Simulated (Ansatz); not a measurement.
Effect of pressure 3 GPa on HgSe

The reference is HgSe in the zinc blende structure (space group F-43m, No. 216; a = 6.133 Å).

One thing is altered: a hydrostatic pressure of 3 GPa.

All numbers come from PBEsol in Ansatz (plane waves to 420 eV, PAW, scalar-relativistic without spin-orbit coupling). k-mesh 9×9×9 (Γ-centred); smearing 0.05 eV (Fermi–Dirac).

The volume per atom drops by 1.44 Å³ to 27.40 Å³ and the density goes up by 0.42 g/cm³ (8.05 g/cm³ → 8.47 g/cm³). The lattice parameter a drops by 0.196 bohr, from 11.590 bohr to 11.394 bohr and the band gap remains zero.

The mesh was chosen for an insulator and is coarse for the gapless case. With Hg present, leaving out spin-orbit coupling can change the band edges. Load acts through the strain it causes; cell and atoms are relaxed under it. Whether these cells are dynamically stable was not tested. Tetrahedral semiconductors of this kind turn to denser phases somewhere between about 1 and 50 GPa; those were not computed, so compressed cells here can lie past the real transition. The final runs are not spin-polarised. The zero or small gap of HgSe can change with the level of theory.

Ansatz is a quantum-chemistry and plane-wave program.
